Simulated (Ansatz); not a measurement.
HfC under a change: pressure −1 GPa

The parent structure is HfC in the rock salt structure (space group Fm-3m, No. 225; a = 4.6514 Å).

It is then changed as follows: hydrostatic tension (pressure −1 GPa).

The values are results of Ansatz (an electronic-structure program) PBE, without spin-orbit coupling, not measurements. Settings: 17×17×17 k-points, 0.05 eV Fermi–Dirac smearing.

```json
{
 "volume_per_atom": "12.63 Å³ (base 12.58 Å³)",
 "density": "12.52 g/cm³ (base 12.57 g/cm³)",
 "lattice_parameter_a": "4.658 Å (base 4.651 Å)",
 "shortest_interatomic_distance": "2.329 Å (base 2.326 Å)",
 "band_gap": "zero (base zero)"
}
```

Load acts through the strain it causes; cell and atoms are relaxed under it. Whether these cells are dynamically stable was not tested. All final runs are without spin polarisation.
